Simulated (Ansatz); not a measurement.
Results of LDA (PAW; Ansatz, a program for electronic structure) for Fe3Co (P4/mmm, No. 123, 4 atoms in the cell; start mp-601820).

Numerical settings: plane-wave cutoff 520 eV, 14×14×20 k mesh (along the axes of the cell as run), Fermi–Dirac smearing 0.05 eV, spin-polarised start, scalar-relativistic PAW data made under PBE.

Cell (relaxed at this level):

Space group P4/mmm (No. 123); a = b = 3.9121 Å, c = 2.7581 Å, α = β = γ = 90.00°

| atom | site | symmetry | x | y | z |
|---|---|---|---|---|---|
| Fe | 1c | 4/mmm | 0.5000 | 0.5000 | 0.0000 |
| Fe | 2e | mmm. | 0.0000 | 0.5000 | 0.5000 |
| Co | 1a | 4/mmm | 0.0000 | 0.0000 | 0.0000 |

Problem. What does this level give for the bulk modulus?

Solution. 
- bulk modulus: 241 GPa

The run finds no gap.

Note: the magnetic order was assumed, not searched for or taken from measurement; the bulk modulus is −V dP/dV from two relaxed cells at ±2 % in volume; the relaxation could not lower the start's symmetry, so the cell can be a saddle point above a distorted one.

Computed values are for the static lattice.

It cost very roughly 8 core-minutes of CPU time.

A start named mp-… is a Materials Project structure, which need not be a measured phase.
